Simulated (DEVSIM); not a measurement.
System: Al/SiO2/p-GaAs capacitor, at 300 K.

Layer 1 from the left is SiO2, thickness (nm) 36.0. Layer 2 from the left is GaAs, thickness (nm) 8100, Na (cm⁻³) 6.4e15.

Metal gate on the left, work function 4.1 eV. Fixed charge at the semiconductor interface 0 cm⁻² (in units of +e); no interface traps.

The device is made up for the run: typed textbook-type constants, with dimensions and the other settings drawn at random. Values at 300 K.

SiO2: gap (eV) 9, affinity (eV) 0.9, permittivity 3.9. GaAs: gap (eV) 1.424, affinity (eV) 4.07, permittivity 12.9, Nc (cm⁻³) 4.7e17, Nv (cm⁻³) 9e18.

DEVSIM, 1D Poisson equation in equilibrium, Boltzmann statistics, complete ionisation; no quantum confinement or tunnelling. Metal contacts follow the ideal Schottky-Mott rule: no Fermi-level pinning, no interface dipoles.

What does the simulation give for the minimum of the low-frequency capacitance, the flat-band voltage?

minimum of the low-frequency capacitance 0.0201 μF/cm²; flat-band voltage -1.21 V.
